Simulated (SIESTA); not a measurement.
Band structure of InPd3 (I4/mmm, 4 atoms in the cell).

```yaml
crystal:
  lattice:
    - [-2.06616, 2.06616, 3.75950]
    - [2.06616, -2.06616, 3.75950]
    - [2.06616, 2.06616, -3.75950]
  atoms:
    - { symbol: In, position: [0.00000, 0.00000, 0.00000] }
    - { symbol: Pd, position: [0.75000, 0.25000, 0.50000] }
    - { symbol: Pd, position: [0.25000, 0.75000, 0.50000] }
    - { symbol: Pd, position: [0.50000, 0.50000, 0.00000] }
```

Computed with GGA PBEsol, numerical atomic orbitals DZP, PseudoDojo PBEsol standard norm-conserving potentials (rewritten from UPF to PSML) run with SIESTA.

Settings: XC.functional = GGA; XC.authors = PBEsol; potentials = PseudoDojo PBEsol standard; PAO.BasisSize = DZP; PAO.EnergyShift = 0.005 Ry; MeshCutoff = 350 Ry; kgrid.MonkhorstPack = 9 9 9; OccupationFunction = FD; ElectronicTemperature = 1160.45 K; MaxSCFIterations = 150; SCF.Mixer.Method = Pulay; SCF.Mixer.Weight = 0.2; SCF.Mixer.History = 6; SCF.DM.Tolerance = 1.0E-04.

The starting cell comes from a database of computed structures (which also holds hypothetical and non-ambient phases and stackings), without a prior relaxation at this level. Spin polarisation is off. Values carry the incompleteness of an atom-centred basis.

Levels in eV from the Fermi level, bands 31 to 36:
| point | 31 | 32 | 33 | 34 | 35 | 36 |
|---|---|---|---|---|---|---|
| Γ | -0.97 | -0.96 | -0.32 | 2.56 | 5.67 | 5.67 |
| X | -1.01 | -0.67 | -0.62 | -0.59 | -0.24 | 0.89 |
| Y | -0.99 | -0.75 | -0.67 | -0.33 | -0.30 | 0.94 |
| S | -1.33 | -1.32 | -0.46 | -0.10 | -0.05 | 3.64 |
| Z | -0.56 | -0.42 | -0.42 | -0.32 | 0.80 | 0.80 |
| S1 | -1.33 | -1.32 | -0.46 | -0.10 | -0.05 | 3.64 |
| N | -1.49 | -1.42 | -0.56 | -0.21 | 3.05 | 3.83 |
| P | -1.40 | -0.72 | -0.68 | -0.48 | 0.58 | 0.58 |
| Y1 | -0.99 | -0.75 | -0.67 | -0.33 | -0.30 | 0.94 |

Bands cross the Fermi level along this path, so the cell is metallic at this level.

Higher empty bands are left out: an atom-centred basis made for the valence describes them poorly.
